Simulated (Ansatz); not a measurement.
Cost and result by functional for the surface energy of the (21-32) surface of hcp Zr in its 1x1 cell, outermost plane spacing 0.65 Å in the ideal cut, in Ansatz (plane waves, PAW). Single points on the PBE structure, on one kind of machine; costs are rough ratios of the slab run's core time (references not counted) to the cheapest single point. r2SCAN's cost holds its higher cutoff (500 against 420 eV). Differences are taken against r2SCAN for comparison alone: no measured value is at hand, so the table doesn't rank accuracy.

Set-up: 22 atoms, 10.4 Å thick at the start (thin: gaps and levels are the slab's own); mesh 7x5x1; 0.1 eV smearing; dipole correction on; all atoms relaxed; symmetry of the start imposed; no spin, no spin-orbit, no U. These notes are the PBE run's.

```
functional                     relative cost  surface energy (J/m²)  less r2SCAN (J/m²)
-----------------------------  -------------  ---------------------  ------------------
RPBE                                       1                   1.61               -0.25
PBEsol                                     1                   1.89                0.03
LDA                                        1                   1.94                0.08
r2SCAN                                     3                   1.86                0.00
PBE (the relaxed run's value)              –                   1.72               -0.13
```

The values span 0.33 J/m², while the single points' costs differ by a factor of roughly 3. Differences are of unrounded values.

Ansatz is a program for electronic structure.
